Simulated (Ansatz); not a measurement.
Take GaAs in the zinc blende structure (space group F-43m, No. 216; a = 5.659 Å) as the base. Axes: x, y, z lie along the cube axes.

All numbers come from Kohn–Sham DFT with the PBEsol functional, run in Ansatz (an electronic-structure program) with PAW and 420 eV plane waves, no SOC.

Before the change:

| Quantity | Value |
|---|---|
| Shortest interatomic distance | 2.450 Å |

One thing is altered: a pure shear with ε_xy = ε_yx = 0.0057, atoms relaxed at fixed cell.

Question: What does the calculation give for the shortest interatomic distance and energy relative to the base after the change?

Answer: The shortest interatomic distance drops by 0.004 Å, from 2.450 Å to 2.446 Å; the energy increases by 0.5 meV/atom.

The cells carry an imposed strain or load. Whether these cells are dynamically stable was not tested.
